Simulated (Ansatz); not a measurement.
# Hypothetical cubic perovskite TlZnBr3, response to strain

Consider TlZnBr3 in the cubic perovskite structure (space group Pm-3m, No. 221; a = 5.135 Å; a hypothetical phase, not in the database extracts checked). Axes: x, y, z lie along the cube axes.

Strains are applied to the cell and any free atomic positions relax; under biaxial strain the out-of-plane vector relaxes too; under stress the whole cell relaxes.

All numbers come from PBEsol (Ansatz, a first-principles code), scalar-relativistic without spin-orbit coupling.

Notes on the quantities. pressure: mean of the normal stresses, compression positive.

```csv
variant,pressure,gap character,band gap,space group
base,0.00 GPa,"indirect, M → Γ",0.29 eV,Pm-3m (No. 221)
"biaxial strain +3.84 %, plane normal [001], relaxed out of plane",-1.35 GPa,"indirect, R → Γ",0.16 eV,P4/mmm (No. 123)
"biaxial strain +3.21 %, plane normal [110], relaxed out of plane",?,–,?,Cmmm (No. 65)
isotropic strain −3.68 %,5.42 GPa,"indirect, M → Γ",0.58 eV,Pm-3m (No. 221)
"uniaxial stress, 3 GPa compression along z",–,"indirect, R → Γ",0.30 eV,P4/mmm (No. 123)
tensor shear ε_yz = +1.72 %,0.02 GPa,"indirect, Y → Γ",0.24 eV,Cmmm (No. 65)
tensor shear ε_yz = −1.08 %,0.01 GPa,"indirect, Y → Γ",0.27 eV,Cmmm (No. 65)
```

Problem. What belongs in the blanks?

Solution. 
- biaxial strain +3.21 %, plane normal [110], relaxed out of plane, pressure: -1.2 GPa
- biaxial strain +3.21 %, plane normal [110], relaxed out of plane, band gap: zero

Spin-orbit coupling, missing from the scalar runs, can matter with Tl. Stability under load was not tested beyond the relaxation. All final runs are without spin polarisation. Many cubic perovskites are stable only at high temperature; tilts and polar distortions were not tested. Gaps under 0.05 eV, about the width of the smearing, are given as zero. The zero or small gap of TlZnBr3 can change with the level of theory. Labels are those of the standard path for the cell's own space group.
